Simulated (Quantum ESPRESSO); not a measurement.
Input and output of a self-consistent single point for Cl₂ (Cmce, 4 atoms in the cell) (Quantum ESPRESSO).

Level of theory: PBEsol, SSSP 1.1.2 efficiency (PBE) pseudopotentials (plane waves; Quantum ESPRESSO 7.5).

```
Cl2
1.0
    3.26421     2.05747     0.00000
   -3.26421     2.05747     0.00000
    0.00000     0.00000     8.40240
Cl
4
Direct
  0.11452   0.11452   0.39525
  0.88548   0.88548   0.60475
  0.38548   0.38548   0.89525
  0.61452   0.61452   0.10475
```

Reference input (self-consistent single point, DFT, PBE, plane waves, SSSP 1.1.2 efficiency (PBE) pseudopotentials): ecutwfc = 40 Ry; ecutrho = 320 Ry; occupations = smearing; smearing = fermi-dirac; degauss = 0.00147 Ry; potentials = {Cl: cl_pbe_v1.4.uspp.F.UPF}; K_POINTS = automatic 9 9 4 0 0 0; conv_thr = 1e-11 Ry. This run's input differs from it in these lines:

```diff
@@ -20,2 +20,3 @@
     degauss = 0.00147
+    input_dft = 'pbesol'
 /
```

Output (repeated stretches shortened):

```
     Self-consistent Calculation

     iteration #  1     ecut=    40.00 Ry     beta= 0.70

     Threshold (ethr) on eigenvalues was too large:
     Diagonalizing with lowered threshold

     negative rho (up, down):  5.895E-02 0.000E+00

     total energy              =    -132.68182802 Ry
     estimated scf accuracy    <       0.09514746 Ry

     iteration #  2     ecut=    40.00 Ry     beta= 0.70

     negative rho (up, down):  5.886E-02 0.000E+00

     total energy              =    -132.68963125 Ry
     estimated scf accuracy    <       0.00378623 Ry

     iteration #  3     ecut=    40.00 Ry     beta= 0.70
     c_bands:  1 eigenvalues not converged

     negative rho (up, down):  5.879E-02 0.000E+00

     total energy              =    -132.69037342 Ry
     estimated scf accuracy    <       0.00052239 Ry

   [... 4 blocks of this kind left out ...]

     iteration #  8     ecut=    40.00 Ry     beta= 0.70

     negative rho (up, down):  5.877E-02 0.000E+00

     total energy              =    -132.69050169 Ry
     estimated scf accuracy    <          3.3E-11 Ry

     iteration #  9     ecut=    40.00 Ry     beta= 0.70

     negative rho (up, down):  5.877E-02 0.000E+00
     End of self-consistent calculation

     the Fermi energy is     1.9420 ev

!    total energy              =    -132.69050169 Ry
     estimated scf accuracy    <          5.9E-13 Ry
     smearing contrib. (-TS)   =       0.00000000 Ry
     internal energy E=F+TS    =    -132.69050169 Ry

     convergence has been achieved in   9 iterations

     negative rho (up, down):  5.877E-02 0.000E+00

     Forces acting on atoms (cartesian axes, Ry/au):

     atom    1 type  1   force =     0.00000000    0.00520287   -0.01226858
     atom    2 type  1   force =     0.00000000   -0.00520287    0.01226858
     atom    3 type  1   force =     0.00000000   -0.00520287   -0.01226858
     atom    4 type  1   force =     0.00000000    0.00520287    0.01226858

     Total force =     0.026652     Total SCF correction =     0.000002

     negative rho (up, down):  5.877E-02 0.000E+00
          total   stress  (Ry/bohr**3)                   (kbar)     P=        0.63
   0.00001054   0.00000000   0.00000000            1.55        0.00        0.00
   0.00000000  -0.00001203   0.00000000            0.00       -1.77        0.00
   0.00000000   0.00000000   0.00001425            0.00        0.00        2.10

   JOB DONE.
```

The run converged in 9 iterations. Against the reference run the pressure goes from 1.67 to 0.06 GPa, the largest force goes from 0.470 to 0.343 eV/Å and the gap on the mesh goes from 2.283 to 2.203 eV.

The starting cell comes from a database of computed structures (which also holds hypothetical and non-ambient phases and stackings), without a prior relaxation at this level.

Cost on one core of a shared machine: roughly 80 s.
